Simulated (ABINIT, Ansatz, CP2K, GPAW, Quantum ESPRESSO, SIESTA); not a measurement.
## Code comparison for Ru (P6_3/mmc, 2 atoms in the cell)

Self-consistent single point.

```
Ru
1.0
    1.35500    -2.34693     0.00000
    1.35500     2.34693     0.00000
    0.00000     0.00000     4.28000
Ru
2
Direct
  0.33333   0.66667   0.25000
  0.66667   0.33333   0.75000
```

Shared settings, as Ansatz (an electronic-structure program) writes them: kpoints.mp_grid.grid = 9 9 5; scf.occupations.method = fermi_dirac; scf.occupations.width = 0.136 eV. Potentials and cutoffs stand in the table.

```tsv
code	model	pressure (GPa)	cutoff
Ansatz	PBEsol, default PAW files made with PBE	-7.02	default
CP2K	PBEsol, GPW, DZVP-MOLOPT-SR-GTH basis, GTH-PBE potentials (GTH_POTENTIALS)	-5.82	grid 500 Ry
GPAW	PBEsol, GPAW PAW datasets PBEsol (made by gpaw-setup)	-7.96	550 eV
SIESTA	GGA PBEsol, numerical atomic orbitals TZP, PseudoDojo PBEsol standard norm-conserving potentials (rewritten from UPF to PSML)	-3.84	grid 300 Ry
ABINIT	PBEsol, norm-conserving pseudopotentials (PseudoDojo nc-sr-04 PBEsol standard)	-6.50	42 Ha
Quantum ESPRESSO	PBEsol, PSlibrary ultrasoft (PBE) pseudopotentials	-7.51	60 Ry
```

On Ansatz's run: spin polarisation is off.

The spread over the programs that give each value: pressure within 4.12 GPa.

CP2K and SIESTA use small atom-centred bases, whose incompleteness enters pressures, forces and empty levels differently from a plane-wave cutoff. Ansatz's pressure is given at a fixed set of plane waves, as the other plane-wave codes print theirs; with its correction for the finite basis it is -6.98 GPa. In the pressure, CP2K (by 1.45) and SIESTA (by 3.43) lie more than 1 GPa from the median of the plane-wave programs.

The starting cell has typed, rounded lattice constants, without a prior relaxation at this level.

Left out of this page: Elk and FLEUR (not drawn, or without a comparable value).

Keys are those of Ansatz 0.2.
